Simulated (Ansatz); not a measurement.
## Carrier properties of Ge$_{3}$N$_{4}$ (P6_3/m)

```
Ge3N4
1.0
    8.05658     0.00000     0.00000
   -4.02829     6.97720     0.00000
    0.00000     0.00000     3.08464
Ge N
6 8
Cartesian
  5.73618   1.65474   2.31348
 -1.70789   5.32246   0.77116
  1.43504   5.79505   0.77116
  2.59325   1.18216   2.31348
  3.75544   4.14031   2.31348
  0.27285   2.83690   0.77116
  4.02829   2.32573   2.31348
  0.00000   4.65147   0.77116
  1.47050   6.79726   2.31348
  2.55779   0.17995   0.77116
  2.90523   4.67212   0.77116
  1.12306   2.30509   2.31348
 -2.59355   4.85206   2.31348
  6.62184   2.12514   0.77116
```

Method: PBEsol, rigid bands (plane waves, PAW, scalar-relativistic; Ansatz, a quantum-chemistry and plane-wave program). Cell: cell and atoms relaxed with PBEsol.

| Property | Value |
|---|---|
| band gap | 2.09 eV |
| electron conductivity mass (300 K, dilute) | 0.28 (x), 0.28 (y), 0.23 (z) mₑ |
| effective density of states N_c (300 K) | 3.1e18 cm⁻³ |
| density-of-states mass, electrons | 0.25 mₑ |
| Seebeck coefficient, n-type 1e19 cm⁻³, 300 K | -139 μV/K |
| best n-type power factor at 300 K for τ = 10 fs (best axis; densities from 1e16 to 1e21 cm⁻³ tried, whether or not they can be reached) | 2.3 μW/(cm·K²) at 1e19 cm⁻³ |

Rigid bands; masses and Seebeck coefficients take one relaxation time τ for all states and one kind of carrier; polarons and phonon drag are left out. Spin-orbit coupling is left out.

Computed structure, not matched to a measured one here, so possibly hypothetical: Ge3N4 (P6_3/m).
